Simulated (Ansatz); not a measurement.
Take HfO2 (space group P4_2/nmc, No. 137; a = 3.567 Å, c = 5.166 Å) as the base. Axes: x, y, z lie along a, b, c of the conventional cell.

It is then changed as follows: uniaxial stress, 8 GPa tension along z; all other stress components relax to zero.

Levels (all Ansatz, an electronic-structure program, PAW): PBEsol (420 eV, no spin-orbit coupling); r2SCAN (500 eV, spin-orbit coupling left out); HSE06 (420 eV, without spin-orbit coupling).

One geometry, relaxed with PBEsol, under each level:

```tsv
level	band gap	lowest conduction level above the VBM at special points	pressure
PBEsol	4.61 eV	Γ 4.61 eV; X 5.09 eV; R 5.13 eV; Z 5.32 eV	-2.67 GPa
r2SCAN	5.28 eV	Γ 5.28 eV; X 5.70 eV; R 5.75 eV; Z 5.95 eV	-0.77 GPa
HSE06	(withheld)	(withheld)	–
```

Problem. Give the withheld HSE06 results.

Solution. 
- HSE06, band gap: 6.38 eV
- HSE06, lowest conduction level above the VBM at special points: Γ 6.38 eV; X 6.87 eV; R 6.93 eV

Single points use the geometry relaxed with PBEsol. Their cutoffs differ, which shifts pressures a little. HSE06 was sampled on its mesh, a few special points and the semilocal edge points, so its gap is an upper bound. Spin-orbit coupling, missing from the scalar runs, can matter with Hf. Load acts through the strain it causes; cell and atoms are relaxed under it. Stability under load was not tested beyond the relaxation. This is not the structure that HfO2 has at room temperature and ambient pressure.
